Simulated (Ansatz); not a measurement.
Functionals compared on a constructed model of the (0001) surface of wurtzite GaN, Ga-terminated, 2x2 N adatom at T4 (bottom of the slab: 3 H on 4 bottom sites), in Ansatz (plane waves, PAW). The structure was relaxed with PBE; the other rows are single points on it. Cutoff 420 eV (500 eV for r2SCAN).

Set-up: 44 atoms, 13.1 Å thick at the start with caps and adatoms (thin: gaps and levels are the slab's own); mesh 4x4x1; 0.025 eV smearing; dipole correction on; 8 atoms held, the rest relaxed; held to the start's symmetry, so lower structures may exist; no spin, no spin-orbit, no U. In PBE it lies 0.49 eV a 1x1 cell over the lowest computed structure of the same composition (2x2 N adatom at H3). These notes are the PBE run's.

```tsv
functional	gap of the slab on its k-mesh (eV)	highest filled level below the top vacuum level (eV)	rough cost of the single point
PBE	0.25	4.73	–
r2SCAN	…	…	around 4 core-minutes (rough)
```

Q: Fill in the missing entries.

A: 
- r2SCAN, gap of the slab on its k-mesh (eV): 0.48
- r2SCAN, highest filled level below the top vacuum level (eV): 4.93

Ansatz is a quantum-chemistry and plane-wave program.
